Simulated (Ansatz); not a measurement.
**What uniaxial stress, 2 GPa compression along x does to TiN**

Take TiN in the rock salt structure (space group Fm-3m, No. 225; a = 4.205 Å; relaxed with 0.1 eV smearing) as the base. Axes: x, y, z lie along the cube axes.

It is then changed as follows: uniaxial stress, 2 GPa compression along x; all other stress components relax to zero.

The values are results of PBEsol (Ansatz, a quantum-chemistry and plane-wave program; PAW; 420 eV plane waves; no spin-orbit coupling), not measurements. k-mesh 24×24×24 (Γ-centred); smearing 0.1 eV (Fermi–Dirac).

| quantity | base | changed | shift |
|---|---|---|---|
| volume per atom | 9.29 Å³ | 9.27 Å³ | -0.02 Å³ |
| space group | Fm-3m (No. 225) | I4/mmm (No. 139) | – |
| energy relative to the base (free energy F) | 0 meV/atom | +0.2 meV/atom | +0.2 meV/atom |
| band gap | zero | zero | – |
| strain response (xx, yy, zz) | – | (−0.33, +0.06, +0.06) % | – |
| secant Young's modulus along x | – | 610 GPa | – |
| mean lateral Poisson ratio | – | 0.17 | – |

Cost of the whole job for the changed cell (relaxation, final SCF and bands): very roughly 100 core-seconds.

Beyond what the load breaks, stability against distortions was not tested. The base started in Pnma and relaxed to Fm-3m at this level. The final runs are not spin-polarised. An odd electron count without spin: TiN.
